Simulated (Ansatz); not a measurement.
The structure below was relaxed with PBEsol (Ansatz, an electronic-structure program; PAW; 420 eV plane waves; no spin-orbit coupling), at pressure −1 GPa.

Space group F-43m (No. 216); a = 6.5652 Å, b = 6.5652 Å, c = 6.5652 Å, α = 90.00°, β = 90.00°, γ = 90.00°

| atom | site | symmetry | x | y | z |
|---|---|---|---|---|---|
| Hg | 4a | -43m | 0.0000 | 0.0000 | 0.0000 |
| Te | 4d | -43m | 0.7500 | 0.7500 | 0.7500 |

Task: Write out a cell with all atoms.

Result: 
```xyz
8
Lattice="6.5652 0.0000 0.0000 0.0000 6.5652 0.0000 0.0000 0.0000 6.5652" Properties=species:S:1:pos:R:3 pbc="T T T"
Hg     0.0000     0.0000     0.0000
Te     1.6413     1.6413     4.9239
Hg     0.0000     3.2826     3.2826
Te     1.6413     4.9239     1.6413
Hg     3.2826     0.0000     3.2826
Te     4.9239     1.6413     1.6413
Hg     3.2826     3.2826     0.0000
Te     4.9239     4.9239     4.9239
```
This is the conventional cell.

A case with no gap was solved on a k-mesh chosen for an insulator, which is coarse for it. Load acts through the strain it causes; cell and atoms are relaxed under it. No phonon test of stability was made. All final runs are without spin polarisation. The cell was made from HgTe in the zinc blende structure (space group F-43m, No. 216) by this change: pressure −1 GPa.
